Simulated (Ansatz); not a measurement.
## HfSi2, response to strain

Base system: HfSi₂ (space group Cmcm, No. 63).

```xyz
6
Lattice="1.8251 -7.1748 0.0000 1.8251 7.1748 0.0000 0.0000 0.0000 3.6352" Properties=species:S:1:pos:R:3 pbc="T T T"
Si     1.8251    -6.3822     2.7264
Si     1.8251     6.3822     0.9088
Si     1.8251     3.5894     2.7264
Si     1.8251    -3.5894     0.9088
Hf     1.8251    -1.5030     2.7264
Hf     1.8251     1.5030     0.9088
```

Cartesian axes are those of the cell as printed.

Strains are applied to the cell and any free atomic positions relax; under biaxial strain the out-of-plane vector relaxes too; under stress the whole cell relaxes.

The values are results of Ansatz (a first-principles code) PBEsol, scalar-relativistic without spin-orbit coupling, not measurements.

Notes on the quantities. pressure: mean of the normal stresses, compression positive; energy relative to the base: free energy F.

```json
[
 {"case": "base", "pressure": "0.0 GPa", "energy relative to the base": "0 meV/atom", "volume per atom": "15.87 Å³"},
 {"case": "biaxial strain −4.98 %, plane normal [001], relaxed out of plane", "pressure": "9.5 GPa", "energy relative to the base": "+67 meV/atom", "volume per atom": "14.85 Å³"},
 {"case": "biaxial strain −4.33 %, plane normal [001], relaxed out of plane", "pressure": "8.1 GPa", "energy relative to the base": "+50 meV/atom", "volume per atom": "14.97 Å³"},
 {"case": "isotropic strain −1.21 %", "pressure": "5.6 GPa", "energy relative to the base": "+9.6 meV/atom", "volume per atom": "15.30 Å³"},
 {"case": "uniaxial strain ε_xx = −5.13 %", "pressure": "?", "energy relative to the base": "?", "volume per atom": "15.05 Å³"},
 {"case": "uniaxial strain ε_xx = +2.01 %", "pressure": "-2.8 GPa", "energy relative to the base": "+4.9 meV/atom", "volume per atom": "16.19 Å³"},
 {"case": "uniaxial stress, 8 GPa compression along z", "pressure": "–", "energy relative to the base": "+13 meV/atom", "volume per atom": "15.67 Å³"},
 {"case": "tensor shear ε_xy = +1.31 %", "pressure": "0.1 GPa", "energy relative to the base": "+4.0 meV/atom", "volume per atom": "15.87 Å³"}
]
```

Task: What belongs in the blanks?

Result: 
- uniaxial strain ε_xx = −5.13 %, pressure: 8.9 GPa
- uniaxial strain ε_xx = −5.13 %, energy relative to the base: +37 meV/atom

Without a gap, meshes like the base's 13×13×13 leave anisotropic stresses uncertain by several tenths of a GPa, and small strain energies with them. Beyond what the load breaks, stability against distortions was not tested. All final runs are without spin polarisation.
